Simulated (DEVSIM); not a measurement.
Device: Schottky contact on n-type Si, at 300 K.

Layer 1 from the left is Si, thickness (μm) 2.80, Nd (cm⁻³) 1.7e15, τn (s) 2.1e-5, τp (s) 2.1e-5.

Left contact: Schottky, work function 4.96 eV, emission velocity 5.3e6 cm/s. Right contact: ohmic. Voltage is applied to the left contact. Recombination: SRH at mid-gap, Auger. Mobility is constant in doping.

The device is made up for the run: typed textbook-type constants, with dimensions and the other settings drawn at random. Values at 300 K.

Si: gap (eV) 1.124, affinity (eV) 4.05, permittivity 11.7, Nc (cm⁻³) 2.86e19, Nv (cm⁻³) 3.1e19, μn (cm²/Vs) 1417, μp (cm²/Vs) 470, Cn (cm⁶/s) 2.8e-31, Cp (cm⁶/s) 9.9e-32.

Model (solved in DEVSIM): 1D drift-diffusion, Boltzmann statistics, complete ionisation; no tunnelling, impact ionisation, image-force lowering or self-heating. Metal contacts follow the ideal Schottky-Mott rule: no Fermi-level pinning, no interface dipoles.

Dark forward current:

```
|V| (V)  |J| (A/cm²)
-------  -----------
0.05        6.559e-8
0.10        5.130e-7
0.15        3.574e-6
0.20        2.451e-5
0.25       0.0001676
0.30        0.001143
0.35        0.007770
0.40         0.05253
0.45          0.3503
0.50           2.221
0.55           11.65
0.60           40.99
0.65           98.45
0.70           186.2
0.75           304.5
0.80           451.8
0.85           626.0
0.90           824.3
0.95            1043
1.00            1280
1.05            1530
1.10            1792
1.15            2062
```

Problem. Work out the local ideality factor n = ΔV / (kT/q · ln(J2/J1)) between the rows 0.15 and 0.20 V, 1.10 and 1.15 V.

Solution. kT/q = 25.85 mV. From 0.15 to 0.20 V: ln(2.451e-5/3.574e-6) = 1.925, n = 1.00, near the 1 of diffusion or emission over a barrier. From 1.10 to 1.15 V: ln(2062/1792) = 0.140, n = 13.78.

Problem. Estimate the current at 0.30 V for emission alone, J0 = q v N_band exp(−φB/kT), and read the barrier back from the simulated current.

Solution. φB = 0.910 eV, N_band = 2.86e19 cm⁻³, J0 = 1.25e-8 A/cm²; J = J0 (exp(qV/kT) − 1) = 0.00137 A/cm². The simulation gives 0.00114 A/cm²; the estimate lies 20 % above. Read backwards, the simulated current gives an apparent barrier of 0.915 eV. The estimate leaves out transport through the depletion region and minority injection.
